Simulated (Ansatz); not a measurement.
Density of states of a (001) slab of CoPtO2 (cut from a parent of space group no. 166; 12 atoms in the cell).

```xyz
12
Lattice="2.7943 0.0000 0.0000 -1.3972 2.4199 0.0000 0.0000 0.0000 30.8484" Properties=species:S:1:pos:R:3 pbc="T T T"
Co     0.0000     1.6133     7.0000
Co     0.0000     0.0000    12.9394
Co     1.3972     0.8066    18.8788
Pt     0.0000     0.0000    21.8485
Pt     1.3972     0.8066     9.9697
Pt     0.0000     1.6133    15.9091
O      1.3972     0.8066     7.9698
O      0.0000     0.0000    23.8484
O      0.0000     1.6133    13.9091
O      1.3972     0.8066    11.9696
O      0.0000     0.0000    19.8485
O      0.0000     1.6133    17.9090
```

Method: LDA (PW92), PAW files made with PBE (plane waves; Ansatz, a program for electronic structure).

SCF settings: basis.ecutwfc = 420 eV; kpoints.mp_grid.grid = 11 11 1; hamiltonian.xc = lda; hamiltonian.pseudopotentials = {kind: paw} (the program's default PAW files); scf.occupations.method = cold; scf.occupations.width = 0.05 eV. Keys of the DOS step: output.dos.nscf_kmesh.grid = 17 17 1; output.dos.method = {smearing: {sigma: 0.3}} eV.

The starting cell comes from a database of computed structures (which also holds hypothetical and non-ambient phases and stackings), without a prior relaxation at this level. The slab is cut from that crystal, and its faces are unrelaxed. Its lattice was rescaled in the plane by a random factor within 2.5 % of one. Spin-orbit coupling is off. Spin polarisation is off; with an odd number of electrons in the cell that forces a metal, and a magnetic state may lie lower. The two faces of this cut differ, and no dipole correction was used.

Total DOS (both spins), as means of the tabulated values in each energy bin; the zero is the program's Fermi level or highest filled level, and the curve is cut to this window:

```
E (eV) | states/eV/cell
    -7.75 | ############ 6.69
    -7.25 | ############ 6.70
    -6.75 | ############## 7.72
    -6.25 | ################# 9.72
    -5.75 | ################### 10.8
    -5.25 | ############### 8.48
    -4.75 | ########### 6.38
    -4.25 | ########## 5.40
    -3.75 | ########## 5.73
    -3.25 | ############### 8.55
    -2.75 | ################ 9.23
    -2.25 | ################# 9.29
    -1.75 | ###################### 12.2
    -1.25 | ############################# 16.6
    -0.75 | ############################## 16.9
    -0.25 | ################# 9.49
     0.25 | ############ 7.00
     0.75 | ############## 7.90
```

Around zero the curve holds about 7.8 states/eV/cell.

Keys are those of Ansatz 0.2.
